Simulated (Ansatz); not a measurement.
**Hypothetical Pm-3n InP, pressure series**

The parent structure is InP (space group Pm-3n, No. 223; a = 7.3342 Å; a hypothetical phase, not in the database extracts checked).

Cell and atoms are relaxed at each pressure.

Level of theory: PBE, PAW, 420 eV (Ansatz, a first-principles code; spin-orbit coupling left out).

```csv
P (GPa),V (Å³/atom)
-2.01,34.543
-1.01,33.649
0.30,32.667
0.70,32.399
1.49,31.900
3.00,31.057
5.00,30.099
7.50,29.089
10.00,28.229
```

Fit a third-order Birch–Murnaghan equation of state.

Least squares on P(V) = (3B₀/2)[(V₀/V)^(7/3) − (V₀/V)^(5/3)]·[1 + (3/4)(B₀′ − 4)((V₀/V)^(2/3) − 1)] gives V₀ = 32.88 Å³/atom, B₀ = 46 GPa and B₀′ = 4.6.

Between the base and pressure 5 GPa the gap moves from 0.50 eV to 0.98 eV, a mean slope of 97 meV/GPa.

Load acts through the strain it causes; cell and atoms are relaxed under it. Stability against distortions was not tested. Competing high-pressure phases were not computed.
